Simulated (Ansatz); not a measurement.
Short convergence ladders for a (110) slab of Li (cut from a parent of space group no. 229; 4 atoms in the cell)

```
CELL_PARAMETERS angstrom
      3.03150     0.00000     0.00000
     -4.04200     2.85812     0.00000
      0.00000     0.00000    21.42560
ATOMIC_POSITIONS crystal
  Li 0.00000 0.00000 0.32671
  Li 0.00000 0.50000 0.44224
  Li 0.00000 0.00000 0.55776
  Li 0.00000 0.50000 0.67329
```

Base method: PBEsol, default PAW files made with PBE (plane waves; Ansatz, a program for electronic structure).

Base settings: basis.ecutwfc = 420 eV; kpoints.mp_grid.grid = 17 17 1; hamiltonian.xc = pbesol; hamiltonian.pseudopotentials = {kind: paw} (the program's default PAW files); scf.occupations.method = gaussian; scf.occupations.width = 0.1 eV.

The count of work is k-points × plane waves × bands × iterations; it is no time. 

**The vacuum**

The mesh stays at the base's, so the ladder's end is converged at best in this setting alone.

Only quantities that move along the ladder and can be compared are tabulated.

| vacuum between outermost atoms (Å) | free energy less the last step's (meV/atom) | largest difference of a force vector from the last step's (eV/Å) | count of work / last |
|---|---|---|---|
| 3.0 | -141.74 | 0.273 | 0.32 |
| 4.0 | -73.20 | 0.222 | 0.35 |
| 5.0 | -27.02 | 0.093 | 0.44 |
| 6.0 | -3.95 | 0.013 | 0.36 |
| 7.0 | 0.95 | 0.011 | 0.38 |
| 8.0 | 0.91 | 0.007 | 0.41 |
| 10.0 | 0.25 | 0.001 | 0.46 |
| 12.0 | 0.05 | 0.000 | 0.52 |
| 14.0 | 0.01 | 0.000 | 0.57 |
| 17.0 | 0.00 | 0.000 | 0.65 |
| 20.0 | 0.00 | 0.000 | 0.73 |
| 25.0 | 0.00 | 0.000 | 0.87 |
| 30.0 | 0.00 | 0.000 | 1.0 |

Smallest vacuum between outermost atoms (Å) that holds the forces within 0.02 eV/Å of the last step, with all finer ones: 6.0, at 0.36 of the last step's count of work; the step before is off by 0.093 eV/Å.

Smallest vacuum between outermost atoms (Å) that holds the free energy within 0.5 meV/atom of the last step, with all finer ones: 10.0; the step before is off by 0.91 meV/atom.

**The plane-wave cutoff**

The mesh stays at the base's, so the ladder's end is converged at best in this setting alone.

Only quantities that move along the ladder and can be compared are tabulated.

```csv
basis.ecutwfc,free energy less the last step's (meV/atom),count of work / last
210 eV,162.18,0.13
250 eV,30.40,0.16
295 eV,3.60,0.21
355 eV,0.42,0.28
420 eV,0.35,0.35
505 eV,0.23,0.47
630 eV,0.13,0.65
840 eV,0.00,1.0
```

Coarsest basis.ecutwfc that holds the free energy within 2 meV/atom of the last step, with all finer ones: 355 eV, at 0.28 of the last step's count of work; the step before is off by 3.6 meV/atom.

**The depth of the relaxed slab**

On a (110) slab of Li (cut from a parent of space group no. 229; 1 atoms in the cell), and deeper slabs.

In this ladder: relax = atoms; relax.f_tol = 0.02 eV/Å.

Surface energy = (E_slab − N e_bulk)/2A, with e_bulk from the bulk crystal on its finest mesh (511 k-points); errors per atom of slab and bulk, whose meshes differ, grow with N.

The mesh stays at the base's, so the ladder's end is converged at best in this setting alone.

Only quantities that move along the ladder and can be compared are tabulated.

| atoms | surface energy (J/m²) | relaxation steps |
|---|---|---|
| 1 | 0.515 | 1 |
| 2 | 0.499 | 3 |
| 3 | 0.498 | 3 |
| 5 | 0.492 | 4 |

Smallest size that holds the surface energy within 0.02 J/m² of the last step, with all finer ones: 2; the step before is off by 0.023 J/m².

On the base run: the starting cell has typed, rounded lattice constants, without a prior relaxation at this level. The slab is cut from that crystal, and its faces are unrelaxed. Its lattice was rescaled by up to half a per cent.

Left out of this page: 1 run of the series outside the window shown, repeating another row's setting, or not comparable.

Keys are those of Ansatz 0.2.
